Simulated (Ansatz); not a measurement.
Consider GaP in the zinc blende structure (space group F-43m, No. 216; a = 5.451 Å). Axes: x, y, z lie along the cube axes.

The values are results of plane-wave PAW DFT at the r2SCAN level (Ansatz, a program for electronic structure, 500 eV), spin-orbit coupling left out, not measurements.

Strains are applied to the cell and any free atomic positions relax; under biaxial strain the out-of-plane vector relaxes too.

One change was made to it. Results:

```json
[
 {"quantity": "energy relative to the base (free energy F)", "base": "0 meV/atom", "after": "+13 meV/atom"},
 {"quantity": "shortest interatomic distance", "base": "2.360 Å", "after": "2.338 Å"},
 {"quantity": "valley order (the lowest conduction-band minima on the path, energy above the VBM, named in the base's zone)", "base": "a point along ⟨100⟩, about 1.0 Å⁻¹ from Γ 1.85 eV; L along ⟨111⟩ 2.04 eV; Γ 2.36 eV", "after": "a point along [010], about 1.0 Å⁻¹ from Γ 1.56 eV; a point along [001], about 1.0 Å⁻¹ from Γ 1.98 eV; L along [111] 1.98 eV; Γ 2.51 eV"}
]
```

Question: Which of these changes matches the shifts?
A. biaxial strain −2.00 %, plane normal [001], relaxed out of plane
B. biaxial strain −2.50 %, plane normal [001], relaxed out of plane
C. biaxial strain −1.00 %, plane normal [001], relaxed out of plane

Answer: B, biaxial strain −2.50 %, plane normal [001], relaxed out of plane. For comparison, the valley order in the other runs: biaxial strain −2.00 %, plane normal [001], relaxed out of plane gives a point along [010], about 1.0 Å⁻¹ from Γ 1.62 eV; a point along [001], about 1.0 Å⁻¹ from Γ 1.95 eV; L along [111] 2.00 eV; Γ 2.48 eV; biaxial strain −1.00 %, plane normal [001], relaxed out of plane gives a point along [010], about 1.0 Å⁻¹ from Γ 1.73 eV; a point along [001], about 1.0 Å⁻¹ from Γ 1.90 eV; L along [111] 2.03 eV; Γ 2.42 eV.

Whether these cells are dynamically stable was not tested.
